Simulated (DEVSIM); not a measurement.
Device: abrupt Si n-p junction, at 300 K.

```tsv
layer (left to right)	material	thickness (μm)	Nd (cm⁻³)	Na (cm⁻³)	τn (s)	τp (s)
1	Si	13.0	5.1e16	-	2.2e-6	2.2e-6
2	Si	0.400	-	4.1e16	2.2e-6	2.2e-6
```

Left contact: ohmic. Right contact: ohmic. Voltage is applied to the left contact. Recombination: SRH at mid-gap, Auger. Mobility is constant in doping.

This is a model device: material constants are rounded textbook-type values typed into the input, and sizes, dopings and lifetimes were drawn at random. Values at 300 K.

```
parameter           Si
-------------  -------
gap (eV)         1.124
affinity (eV)     4.05
permittivity      11.7
Nc (cm⁻³)      2.86e19
Nv (cm⁻³)       3.1e19
μn (cm²/Vs)       1417
μp (cm²/Vs)        470
Cn (cm⁶/s)     2.8e-31
Cp (cm⁶/s)     9.9e-32
```

Model (solved in DEVSIM): 1D drift-diffusion, Boltzmann statistics, complete ionisation; no tunnelling, impact ionisation, image-force lowering or self-heating.

Question: Give the dark forward current.

Answer: 
(V (V), J (A/cm²)): (-0.05, -4.3e-9); (-0.10, -3.0e-8); (-0.15, -1.9e-7); (-0.20, -1.3e-6); (-0.25, -8.7e-6); (-0.30, -5.9e-5); (-0.35, -0.00040); (-0.40, -0.0027); (-0.45, -0.018); (-0.50, -0.13); (-0.55, -0.84); (-0.60, -5.6); (-0.65, -33); (-0.70, -140); (-0.75, -370); (-0.80, -690); (-0.85, -1100); (-0.90, -1600); (-0.95, -2100)
